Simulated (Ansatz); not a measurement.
**CdTe under a change: isotropic strain +3.00 %**

Consider CdTe in the zinc blende structure (space group F-43m, No. 216; a = 6.4887 Å).

The change: every lattice vector is stretched by 3.00 %, atoms relaxed at fixed cell.

Computed with PBEsol/PAW in Ansatz (a quantum-chemistry and plane-wave program), spin-orbit coupling left out. k-mesh 9×9×9 (Γ-centred); smearing 0.05 eV (Fermi–Dirac).

```json
[
 {"quantity": "volume per atom", "base": "34.15 Å³", "changed": "37.32 Å³", "shift": "+3.17 Å³"},
 {"quantity": "space group", "base": "F-43m (No. 216)", "changed": "F-43m (No. 216)", "shift": "–"},
 {"quantity": "shortest interatomic distance", "base": "2.810 Å", "changed": "2.894 Å", "shift": "+0.084 Å"},
 {"quantity": "energy relative to the base (free energy F)", "base": "0 meV/atom", "changed": "+32 meV/atom", "shift": "+32 meV/atom"},
 {"quantity": "pressure", "base": "0.01 GPa", "changed": "-2.96 GPa", "shift": "-2.97 GPa"},
 {"quantity": "band gap", "base": "0.65 eV", "changed": "0.40 eV", "shift": "-0.25 eV"},
 {"quantity": "gap character", "base": "direct at Γ", "changed": "direct at Γ", "shift": "–"},
 {"quantity": "mean gap deformation potential ΔEg/Δln V", "base": "–", "changed": "-2.8 eV", "shift": "–"},
 {"quantity": "electron mass", "base": "0.055 mₑ (at Γ)", "changed": "0.038 mₑ (at Γ)", "shift": "–"},
 {"quantity": "hole mass (degenerate bands, along [100])", "base": "0.056, 0.51, 0.51 mₑ (at Γ)", "changed": "0.038, 0.59, 0.59 mₑ (at Γ)", "shift": "–"},
 {"quantity": "valley order (the lowest conduction-band minima on the path, energy above the VBM, named in the base's zone)", "base": "Γ 0.65 eV; L along ⟨111⟩ 1.74 eV", "changed": "Γ 0.40 eV; L along ⟨111⟩ 1.65 eV", "shift": "–"}
]
```

Cost of the whole job for the changed cell (relaxation, final SCF and bands): roughly 30 core-seconds.

With Te present, leaving out spin-orbit coupling can change the band edges. Effective masses come from finite differences of ±0.01 Å⁻¹. No phonon test of stability was made.
